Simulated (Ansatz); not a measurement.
Consider MgO in the rock salt structure (space group Fm-3m, No. 225; a = 4.2149 Å). Axes: x, y, z lie along the cube axes.

The values are results of PBEsol (Ansatz, a quantum-chemistry and plane-wave program; PAW; 420 eV plane waves; scalar-relativistic without spin-orbit coupling), earlier PAW set, not measurements.

For the base:

| Item | Value |
|---|---|
| Volume per atom | 9.36 Å³ |
| Band gap | 4.62 eV |
| Electron mass | 0.34 mₑ (at Γ) |

Modification: compressive biaxial strain of 1.63 % in the plane normal to [110], as in epitaxy on a mismatched substrate; the out-of-plane cell vector and the atoms relax.

How does this affect the volume per atom?

The volume per atom decreases by 0.24 Å³, from 9.36 Å³ to 9.12 Å³.

What does the calculation give for the band gap after the change?

The band gap goes up by 0.15 eV (4.62 eV → 4.77 eV).

Predict the new in-plane stress.

The mean in-plane stress (compression positive) amounts to +6.5 GPa.

How does this affect the electron mass?

The electron mass goes from 0.34 mₑ (at Γ) to 0.35 mₑ (at Γ).

Estimate the effect on the energy relative to the base.

The energy rises by 6.0 meV/atom.

Masses are band curvatures over ±0.01 Å⁻¹ around the edge. No phonon test of stability was made.
